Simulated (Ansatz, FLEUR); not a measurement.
A FLEUR input for a self-consistent single point of Ga (Cmce, 4 atoms in the cell) (DFT, PBE, all-electron FLAPW (FLEUR), scalar-relativistic valence):

Input of the input generator:

```
scf Ga
&input film=f /
0.5038620827 -0.8637841175 0.0000000000
0.5038620827 0.8637841175 0.0000000000
0.0000000000 0.0000000000 1.0357932098
8.3693413562
1.0 1.0 1.0

4
31 0.6557000000 0.3443000000 0.4154000000
31 0.3443000000 0.6557000000 0.5846000000
31 0.8443000000 0.1557000000 0.9154000000
31 0.1557000000 0.8443000000 0.0846000000

&comp jspins=1 /
&kpt div1=6 div2=6 div3=5 gamma=t /
&end /
```

```xml
<?xml version="1.0" encoding="UTF-8" standalone="no"?>
<fleurInput fleurInputVersion="0.39">
   <comment>
      scf Ga                                                                                              
   </comment>
   <calculationSetup>
      <cutoffs Kmax="3.6" Gmax="14.4" GmaxXC="14.4" numbands="0"/>
      <scfLoop itmax="80" minDistance="0.00001" maxIterBroyd="15" imix="Anderson" alpha="0.05" precondParam="0.0" spinf="2.0"/>
      <coreElectrons ctail="T" frcor="F" kcrel="0" coretail_lmax="0"/>
      <xcFunctional name="pbe" relativisticCorrections="F"/>
      <magnetism jspins="1"/>
      <soc l_soc="F" theta="0.0" phi="0.0" spav="F"/>
      <expertModes spex="0" secvar="F"/>
      <geometryOptimization l_f="T" forcealpha="1.0" forcemix="BFGS" epsdisp="0.00001" epsforce="0.00001"/>
      <ldaU l_linMix="F" mixParam="0.05" spinf="1.0"/>
   </calculationSetup>
   <cell>
      <bzIntegration valenceElectrons="52.0" mode="hist" fermiSmearingEnergy="0.00499791">
         <kPointListSelection listName="default-1"/>
         <!-- k-points included here -->
         <xi:include xmlns:xi="http://www.w3.org/2001/XInclude" href="kpts.xml"> </xi:include>
      </bzIntegration>
      <!-- symmetry operations included here -->
      <xi:include xmlns:xi="http://www.w3.org/2001/XInclude" href="sym.xml"> </xi:include>
      <bulkLattice scale="1.0">
         <bravaisMatrix>
            <row-1>    4.2169937665621742    -7.2293041374214697     0.0000000000000000</row-1>
            <row-2>    4.2169937665621742     7.2293041374214697     0.0000000000000000</row-2>
            <row-3>    0.0000000000000000     0.0000000000000000     8.6689069472502833</row-3>
         </bravaisMatrix>
      </bulkLattice>
   </cell>
   <atomSpecies>
      <species name="Gallium (Ga)" element="Ga" atomicNumber="31">
         <mtSphere radius="2.21" gridPoints="763" logIncrement="0.016"/>
         <atomicCutoffs lmax="8" lnonsphr="6"/>
         <electronConfig flipSpins="F">
            <coreConfig>(1s1/2) (2s1/2) (2p1/2) (2p3/2) (3s1/2) (3p1/2) (3p3/2)</coreConfig>
            <valenceConfig>(4s1/2) (3d3/2) (3d5/2) (4p1/2) (4p3/2)</valenceConfig>
            <stateOccupation state="(4p1/2)" spinUp="0.1666666666667" spinDown="0.1666666666667"/>
            <stateOccupation state="(4p3/2)" spinUp="0.3333333333333" spinDown="0.3333333333333"/>
         </electronConfig>
         <energyParameters s="4" p="4" d="3" f="4"/>
      </species>
   </atomSpecies>
   <atomGroups>
      <atomGroup species="Gallium (Ga)">
         <relPos label="                   1">-.3443000000 .3443000000 .4154000000</relPos>
         <relPos label="                   2">.3443000000 -.3443000000 -.4154000000</relPos>
         <relPos label="                   3">-.1557000000 .1557000000 -.0846000000</relPos>
         <relPos label="                   4">.1557000000 -.1557000000 .0846000000</relPos>
         <force calculate="T" relaxXYZ="TTT"/>
      </atomGroup>
   </atomGroups>
   <output dos="F" band="F" slice="F">
      <checks vchk="F" cdinf="F"/>
      <bandDOS minEnergy="-.5*Htr" maxEnergy="0.5*Htr" sigma="0.015" storeEVData="T"/>
      <vacuumDOS vacdos="F" integ="F" star="F" nstars="0" locx1="0.0" locy1="0.0" locx2="0.0" locy2="0.0" nstm="0" tworkf="0.0"/>
      <unfoldingBand unfoldBand="F" supercellX="1" supercellY="1" supercellZ="1"/>
      <plotting iplot="0" polar="F">
         <plot TwoD="T" vec1="  1.0  0.0  0.0" vec2="  0.0  1.0  0.0" vec3="  0.0  0.0  1.0" zero="  0.0  0.0  0.0" file="plot"/>
      </plotting>
      <chargeDensitySlicing numkpt="0" minEigenval="0.0" maxEigenval="0.0" nnne="0" pallst="F"/>
      <specialOutput eonly="F"/>
      <magneticCircularDichroism mcd="F" energyLo="-10.0" energyUp="0.0"/>
   </output>
  <!-- We include the file relax.xml here to enable relaxations (see documentation) -->
  <xi:include xmlns:xi="http://www.w3.org/2001/XInclude" href="relax.xml"> <xi:fallback/> </xi:include>
</fleurInput>
```

### Question
Give the Ansatz (a quantum-chemistry and plane-wave program) input for the same structure, mesh, smearing and functional.

### Answer
This is the input that was run; spellings and numerical settings could be chosen otherwise.

Ansatz 0.2 input:
```yaml
crystal:
  lattice:
    - [2.231537, -3.825583, 0.000000]
    - [2.231537, 3.825583, 0.000000]
    - [0.000000, 0.000000, 4.587388]
  atoms:
    - { symbol: Ga, position: [0.655700, 0.344300, 0.415400] }
    - { symbol: Ga, position: [0.344300, 0.655700, 0.584600] }
    - { symbol: Ga, position: [0.844300, 0.155700, 0.915400] }
    - { symbol: Ga, position: [0.155700, 0.844300, 0.084600] }
basis:
  ecutwfc: 420.0
kpoints:
  mp_grid: { grid: [6, 6, 5] }
hamiltonian:
  xc: pbe
  pseudopotentials: { kind: paw }
scf:
  occupations: { method: fermi_dirac, width: 0.136 }
output:
  forces: true
  eigenvalues: true
  stress: true
```

Basis, cutoffs, solver keys and any potentials are the target program's own. This input uses DFT, PBE, plane waves, default PAW files.

The starting cell comes from a database of computed structures (which also holds hypothetical and non-ambient phases and stackings), without a prior relaxation at this level. Its lattice was rescaled by a random factor within 2.5 % of one.
